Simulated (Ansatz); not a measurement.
Start from YOF (space group R-3m, No. 166; a = 3.774 Å, c = 18.818 Å (hexagonal axes)). Axes: x lies along a and z along c of the hexagonal cell.

Computed with PBEsol, PAW, 420 eV (Ansatz, a quantum-chemistry and plane-wave program; no spin-orbit coupling).

Base values:

- Volume per atom: 12.90 Å³
- Pressure: 0.00 GPa

Now apply this change: biaxial strain +2.50 %, plane normal [001], relaxed out of plane (Cartesian); in-plane vectors clamped, the third vector and the atoms free.

Problem. Predict the new volume per atom, pressure and energy relative to the base.

Solution. The volume per atom rises by 0.34 Å³ to 13.24 Å³; the pressure (mean of the normal stresses, compression positive) goes from zero to -3.73 GPa; the energy goes up by 12 meV/atom.

Stability against distortions was not tested.
